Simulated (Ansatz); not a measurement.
The reference is BN in the zinc blende structure (space group F-43m, No. 216; a = 3.606 Å). Axes: x, y, z lie along the cube axes.

Calculations: PBEsol, PAW, 420 eV (Ansatz, a first-principles code; spin-orbit coupling left out).

Base values:

| Quantity | Value |
|---|---|
| Electron mass | 0.89 mₑ along k, 0.29 mₑ across (at X) |
| Smallest direct gap | 8.81 eV |

One thing is altered: uniaxial stress, 3 GPa compression along x, with the cell and atoms free to relax against it.

Task: How does this affect the electron mass?

Result: The electron mass goes from 0.89 mₑ along k, 0.29 mₑ across (at X) to 0.88 mₑ along k, 0.30 mₑ across (at X).

Task: Estimate the effect on the secant Young's modulus along x.

Result: The secant Young's modulus along x amounts to 720 GPa.

Task: What does the calculation give for the smallest direct gap after the change?

Result: The smallest direct gap falls by 0.043 eV (8.81 eV → 8.76 eV).

Load acts through the strain it causes; cell and atoms are relaxed under it. Effective masses come from finite differences of ±0.01 Å⁻¹. Along k means along the line from Γ to the band edge. Beyond what the load breaks, stability against distortions was not tested.
